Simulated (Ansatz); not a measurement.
SiO₂ (Pbcn, No. 60; cell taken from a computed entry), treated with PBEsol in Ansatz (PAW).

Settings: plane-wave cutoff 520 eV, 8×8×8 k mesh, scalar-relativistic PAW data made under PBE.

Computed at the level's own relaxed cell.

Elastic tensor (GPa, Voigt notation, ions relaxed):

```
  535.1   176.7   167.4     0.0     0.0     0.0
  176.7   586.1   164.6     0.0     0.0     0.0
  167.4   164.6   655.6     0.0     0.0     0.0
    0.0     0.0     0.0   205.5     0.0     0.0
    0.0     0.0     0.0     0.0   228.7     0.0
    0.0     0.0     0.0     0.0     0.0   252.5
```

**Question.** Work out the Voigt, Reuss and Hill averages of the bulk and shear moduli, Young's modulus and Poisson's ratio from the printed constants.

**Answer.** K_V = [C11 + C22 + C33 + 2(C12 + C13 + C23)]/9 = [1776.8 + 2 × 508.7]/9 = 310.5 GPa. G_V = [1776.8 − 508.7 + 3 × 686.7]/15 = 221.9 GPa. From the compliances S = C⁻¹, K_R = 308.9 and G_R = 219.5 GPa. Hill means: K = 309.7, G = 220.7 GPa. E = 9KG/(3K + G) = 535 GPa, ν = (3K − 2G)/(6K + 2G) = 0.21, K/G = 1.40.

Note: the relaxation could not lower the start's symmetry, so the cell can be a saddle point above a distorted one.

Static lattice: no zero-point or thermal effects.

Ansatz is a first-principles code.
